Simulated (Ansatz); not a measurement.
Reference: monolayer Sb, PBE, rigid bands (plane waves, PAW, scalar-relativistic; Ansatz, a quantum-chemistry and plane-wave program); axes and stresses refer to this cell.

```
CELL_PARAMETERS angstrom
      4.12169     0.00000     0.00000
     -2.06084     3.56949     0.00000
      0.00000     0.00000    17.40652
ATOMIC_POSITIONS crystal
  Sb 0.66667 0.33333 0.54695
  Sb 0.33333 0.66667 0.45305
```

electron conductivity mass: 0.23 mₑ
band gap: 1.29 eV
hole conductivity mass: 0.27 mₑ

Problem. Change: biaxial strain +3 %. What happens to electron conductivity mass, band gap, hole conductivity mass?

Solution. electron conductivity mass decreases to 0.099 mₑ; band gap increases to 1.41 eV; hole conductivity mass grows to 1.49 mₑ.

Masses are for dilute carriers at 300 K, harmonic means over directions unless an axis is named. Spin-orbit coupling is left out unless a row names it; without it the gap and masses of crystals with these elements can be far off. The structure type is held under load, also where the real crystal would transform.
